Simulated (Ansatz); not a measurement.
InSe: pressure series

Start from InSe in the beta-GaS type structure (space group P6_3/mmc, No. 194; layered, stacked along the Cartesian z axis).

```
InSe
1.0
    4.03204     0.00000     0.00000
   -2.01602     3.49185     0.00000
    0.00000     0.00000    16.76258
In Se
4 4
Cartesian
  0.00000   2.32790  11.17516
  2.01602   1.16395   2.79387
  2.01602   1.16395   5.58742
  0.00000   2.32790  13.96870
  0.00000   2.32790   1.50714
  2.01602   1.16395   9.88843
  2.01602   1.16395  15.25544
  0.00000   2.32790   6.87415
```

Cell and atoms are relaxed at each pressure.

Levels (all Ansatz, an electronic-structure program, PAW, earlier PAW set): PBE-D3(BJ) (420 eV, spin-orbit coupling left out); r2SCAN+rVV10 (500 eV, no SOC).

The base cell above is that of PBE-D3(BJ); each level relaxes its own structures.

```tsv
case	lattice parameter a, PBE-D3(BJ)	lattice parameter a, r2SCAN+rVV10
pressure −1 GPa	407.0 pm	404.9 pm
pressure 0.9 GPa	400.1 pm	399.0 pm
pressure 2.1 GPa	396.3 pm	395.7 pm
pressure 4.5 GPa	389.4 pm	389.7 pm
pressure 9 GPa	378.7 pm	380.2 pm
pressure 15 GPa	367.2 pm	369.8 pm
pressure 22.5 GPa	355.4 pm	359.1 pm
pressure 30 GPa	345.1 pm	350.1 pm
```

The two levels differ by at most about 5.0 pm. They put the cases in the same order.

The mesh was chosen for an insulator and is coarse for the gapless case. Load acts through the strain it causes; cell and atoms are relaxed under it. Stability against distortions was not tested. Competing high-pressure phases were not computed. The final runs are not spin-polarised.
